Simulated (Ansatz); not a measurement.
## WSi2, pressure series

The reference is WSi2 (space group I4/mmm, No. 139; a = 3.203 Å, c = 7.816 Å).

Cell and atoms are relaxed at each pressure.

All numbers come from PBEsol (Ansatz, a first-principles code; PAW; 420 eV plane waves; scalar-relativistic without spin-orbit coupling).

Notes on the quantities. enthalpy: H = E + PV relative to the base's energy.

```json
[
 {"case": "base", "enthalpy": "–", "density": "9.94 g/cm³"},
 {"case": "pressure −2 GPa", "enthalpy": "-0.17 eV/atom", "density": "9.86 g/cm³"},
 {"case": "pressure −1 GPa", "enthalpy": "-0.08 eV/atom", "density": "9.90 g/cm³"},
 {"case": "pressure 0.9 GPa", "enthalpy": "+0.07 eV/atom", "density": "9.98 g/cm³"},
 {"case": "pressure 2.1 GPa", "enthalpy": "+0.17 eV/atom", "density": "10.03 g/cm³"},
 {"case": "pressure 4.5 GPa", "enthalpy": "+0.37 eV/atom", "density": "10.13 g/cm³"},
 {"case": "pressure 9 GPa", "enthalpy": "+0.74 eV/atom", "density": "10.31 g/cm³"},
 {"case": "pressure 15 GPa", "enthalpy": "+1.21 eV/atom", "density": "10.53 g/cm³"},
 {"case": "pressure 22.5 GPa", "enthalpy": "+1.80 eV/atom", "density": "10.79 g/cm³"},
 {"case": "pressure 30 GPa", "enthalpy": "+2.37 eV/atom", "density": "11.03 g/cm³"}
]
```

Load acts through the strain it causes; cell and atoms are relaxed under it. Stability against distortions was not tested. Competing high-pressure phases were not computed. The final runs are not spin-polarised.
